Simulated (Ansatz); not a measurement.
Consider K in the bcc (W type) structure (space group Im-3m, No. 229; a = 5.288 Å; relaxed with 0.1 eV smearing).

All numbers come from Ansatz (a first-principles code), PBE, PAW, cutoff 420 eV, spin-orbit coupling left out.

Before the change:

| Quantity | Result |
|---|---|
| Pressure | 0.0 GPa |

Perturbation: the cell is scaled by 1.0300 in all directions, atoms relaxed at fixed cell.

Problem. What happens to the energy relative to the base and pressure?

Solution. The energy increases by 6.1 meV/atom; the pressure goes from zero to -0.3 GPa.

The cells carry an imposed strain or load. Stability against distortions was not tested.
